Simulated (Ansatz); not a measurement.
Structures of equal composition on the (0001) surface of hcp Ti: a pseudomorphic layer of Re in the host's stacking; a pseudomorphic layer of Re in the other hollow. The slabs share one bottom face, and each structure is named by its start. These are constructed structures in small cells; real faces may alloy, dewet or reconstruct in larger ones, and not all known structures of the face are among them. Slabs of about 12 Å with all that they carry, Fermi-Dirac smearing of 0.1 eV. Bottom of the slabs: a bare face, its two planes held. Relaxed from the named starts with such symmetry as they have, on meshes of like density; energies extrapolated to zero smearing; no spin-orbit coupling, no U. Spin-polarised runs, if any, are marked in brackets, and their order is one that fits the cell; the others ran without spin.

All values below come from PBE (plane waves to 420 eV, PAW; Ansatz, a first-principles code).

Question: Rank these by energy per 1x1 cell (lowest first), as PBE gives it.

Answer: a pseudomorphic layer of Re in the other hollow (0.000 eV), a pseudomorphic layer of Re in the host's stacking (0.035 eV)
